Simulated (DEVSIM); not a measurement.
Structure: Schottky contact on n-type GaN, at 350 K.

Layer 1 from the left is GaN, thickness (μm) 0.660, Nd (cm⁻³) 2.1e15, τn (s) 3.8e-9, τp (s) 3.8e-9. Layer 2 from the left is GaN, thickness (μm) 7.90, Nd (cm⁻³) 8.9e17, τn (s) 3.8e-9, τp (s) 3.8e-9.

Left contact: Schottky, work function 5.82 eV, emission velocity 2.4e6 cm/s. Right contact: ohmic. Voltage is applied to the left contact. Recombination: SRH at mid-gap, radiative, Auger. Mobility is μmin + (μ − μmin)/(1 + (N/Nref)^α).

Constants are typed, rounded textbook-type inputs, not results; the design itself was drawn at random and stands for no fabricated device. Values at 300 K; Nc and Nv go as T^1.5, mobilities as T to minus their exponent, the gap by Varshni's rule with the affinity fixed.

GaN: gap (eV) 3.43, affinity (eV) 4.1, permittivity 9.5, Nc (cm⁻³) 2.3e18, Nv (cm⁻³) 4.6e19, μn (cm²/Vs) 1200, μp (cm²/Vs) 100, μn,min 55, μp,min 3, Nref,n 2e17, Nref,p 3e17, αn 1, αp 2, T exponent of μn 1.5, T exponent of μp 2, B (cm³/s) 1e-11, Cn (cm⁶/s) 1e-30, Cp (cm⁶/s) 1e-30, Varshni α (eV/K) 0.00091, Varshni β (K) 830.

Model (solved in DEVSIM): 1D drift-diffusion, Boltzmann statistics, complete ionisation; no tunnelling, impact ionisation, image-force lowering or self-heating. Metal contacts follow the ideal Schottky-Mott rule: no Fermi-level pinning, no interface dipoles.

Dark forward current:

```csv
|V| (V),|J| (A/cm²)
0.40,1.011e-13
0.45,5.295e-13
0.50,2.772e-12
0.55,1.451e-11
0.60,7.593e-11
0.65,3.973e-10
0.70,2.078e-9
0.75,1.087e-8
0.80,5.680e-8
0.85,2.967e-7
0.90,1.550e-6
0.95,8.086e-6
1.00,4.216e-5
1.05,0.0002196
1.10,0.001142
1.15,0.005924
1.20,0.03064
1.25,0.1575
1.30,0.8005
1.35,3.951
1.40,17.94
1.45,66.12
1.50,175.8
1.55,346.7
1.60,561.6
1.65,805.9
```

### Question
Work out the local ideality factor n = ΔV / (kT/q · ln(J2/J1)) between the rows 0.40 and 0.45 V, 1.60 and 1.65 V.

### Answer
kT/q = 30.16 mV. From 0.40 to 0.45 V: ln(5.295e-13/1.011e-13) = 1.656, n = 1.00, near the 1 of diffusion or emission over a barrier. From 1.60 to 1.65 V: ln(805.9/561.6) = 0.361, n = 4.59.

### Question
Estimate the current at 0.85 V for emission alone, J0 = q v N_band exp(−φB/kT), and read the barrier back from the simulated current.

### Answer
φB = 1.720 eV, N_band = 2.90e18 cm⁻³, J0 = 1.90e-19 A/cm²; J = J0 (exp(qV/kT) − 1) = 3.31e-7 A/cm². The simulation gives 2.97e-7 A/cm²; the estimate lies 11 % above. Read backwards, the simulated current gives an apparent barrier of 1.723 eV. The estimate leaves out transport through the depletion region and minority injection.
